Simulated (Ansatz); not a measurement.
Related cells compared by their band gap.

Cell A: SiO2 (quartz, P3₁21), 9 atoms in the cell, k-point mesh 12×12×6 on the run's own vectors.
```cif
data_O6Si3
_chemical_formula_sum 'Si3 O6'
_space_group_name_H-M_alt 'P 1'
_space_group_IT_number 1
_cell_length_a 4.92093
_cell_length_b 4.92093
_cell_length_c 5.41639
_cell_angle_alpha 90.000
_cell_angle_beta 90.000
_cell_angle_gamma 120.000
loop_
_space_group_symop_operation_xyz
  'x, y, z'
loop_
_atom_site_label
_atom_site_type_symbol
_atom_site_fract_x
_atom_site_fract_y
_atom_site_fract_z
_atom_site_occupancy
Si1 Si 0.53101 0.53101 0.00000 1
Si2 Si 0.46899 0.00000 0.33333 1
Si3 Si 0.00000 0.46899 0.66667 1
O1 O 0.26901 0.41323 0.78461 1
O2 O 0.58677 0.85578 0.11794 1
O3 O 0.14422 0.73099 0.45128 1
O4 O 0.41323 0.26901 0.21539 1
O5 O 0.85578 0.58677 0.88206 1
O6 O 0.73099 0.14422 0.54872 1
```

Cell B: SiO2 (Pbcn), 12 atoms in the cell, k-point mesh 8×8×8 on the run's own vectors.
```yaml
crystal:
  lattice:
    - [-4.07140, 0.00000, 0.00000]
    - [0.00000, 0.00000, -4.48311]
    - [0.00000, -5.02994, 0.00000]
  atoms:
    - { symbol: Si, position: [0.50000, 0.25000, 0.65182] }
    - { symbol: Si, position: [0.50000, 0.75000, 0.34818] }
    - { symbol: Si, position: [0.00000, 0.75000, 0.84818] }
    - { symbol: Si, position: [0.00000, 0.25000, 0.15182] }
    - { symbol: O, position: [0.73117, 0.41960, 0.38208] }
    - { symbol: O, position: [0.26883, 0.58040, 0.61792] }
    - { symbol: O, position: [0.76883, 0.91960, 0.11792] }
    - { symbol: O, position: [0.23117, 0.08040, 0.88208] }
    - { symbol: O, position: [0.23117, 0.58040, 0.11792] }
    - { symbol: O, position: [0.76883, 0.41960, 0.88208] }
    - { symbol: O, position: [0.26883, 0.08040, 0.38208] }
    - { symbol: O, position: [0.73117, 0.91960, 0.61792] }
```

All numbers come from Ansatz (a program for electronic structure), plane waves with PAW, its default PAW set, cutoff 420 eV, 500 eV for r2SCAN. The structures are at rest with r2SCAN; other levels are single points on them. HSE06 runs on coarser k-point meshes, which give the r2SCAN gaps of the finer ones within 0.03 eV. Neutral cells; Fermi-Dirac smearing of at most 0.05 eV in the solids, energies taken to zero width. The lattices are those relaxed with r2SCAN, so at other levels the solids can be strained, which adds to the spread. No structure search was made; lower ones may exist. A dispersion term ran beside these levels; it doesn't touch the electrons. Gaps are highest filled to lowest empty Kohn-Sham level on the run's k-point mesh, states of defects and surfaces included; edges off the mesh make the true gap smaller, and under 0.08 eV counts as none.

What does HSE06 give for the band gap of each cell (eV)?


```tsv
system	HSE06
A	7.80
B	7.86
```

With HSE06 the value of B exceeds that of A by 0.06 eV.

How do the other levels compare?


```
cell           r2SCAN
----  ---------------
A     6.60 (indirect)
B       6.75 (direct)
```

With r2SCAN the value of B exceeds that of A by 0.15 eV.
